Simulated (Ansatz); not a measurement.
Effect of pressure −1 GPa on Zr

The reference is Zr in the hcp (Mg type) structure (space group P6_3/mmc, No. 194; a = 3.184 Å, c = 5.116 Å).

The change: a negative pressure, −1 GPa.

All numbers come from Ansatz (a first-principles code) PBEsol, spin-orbit coupling left out. k-mesh 17×17×9 (Γ-centred); smearing 0.05 eV (Fermi–Dirac).

The density shrinks by 0.07 g/cm³ to 6.67 g/cm³ and the lattice parameter a goes up by 0.012 Å, from 3.184 Å to 3.196 Å. The c/a ratio stays essentially unchanged (1.607 against 1.606) and the shortest interatomic distance goes up by 0.010 Å (3.150 Å → 3.160 Å). The enthalpy H = E + PV relative to the base's energy is -0.14 eV/atom and the band gap is still zero.

Cost of the whole job for the changed cell (relaxation, final SCF and bands): around 30 core-seconds (rough).

Load acts through the strain it causes; cell and atoms are relaxed under it. No phonon test of stability was made. The final runs are not spin-polarised.
